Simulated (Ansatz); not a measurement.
Input:

```yaml
crystal:
  lattice:
    - [0.00000, 1.94783, 1.94783]
    - [1.94783, 0.00000, 1.94783]
    - [1.94783, 1.94783, 0.00000]
  atoms:
    - { symbol: Pt, position: [0.00000, 0.00000, 0.00000] }
```

Computed with PBEsol, DFPT electron-phonon coupling, linearised Boltzmann equation (plane waves, PAW, scalar-relativistic; Ansatz, an electronic-structure program). Condition of this run: hydrostatic pressure 5 GPa (the target of the relaxation). Geometry: relaxed with this functional, without spin-orbit coupling, then loaded as said.

Question: Predict the intrinsic resistivity at 300 K.

Answer: 6.9 μΩ·cm.

Question: And the electrons' mean free path at that temperature?

Answer: 6.7 nm, weighted by the current that each state carries. Wires not much wider than this gain resistivity from their walls.

A metal at this level (no band gap). Only scattering by harmonic phonons is included (no impurities, grain boundaries, electron-electron scattering or thermal expansion). Spin-orbit coupling is left out, which matters with elements this heavy. Halving the electron mesh (36x36x36) moves the resistivity by up to 4 % at 300 K, the mean free path by up to 6 %. Smearing 0.20 eV; phonons on a 6x6x6 q mesh, which this run doesn't test.
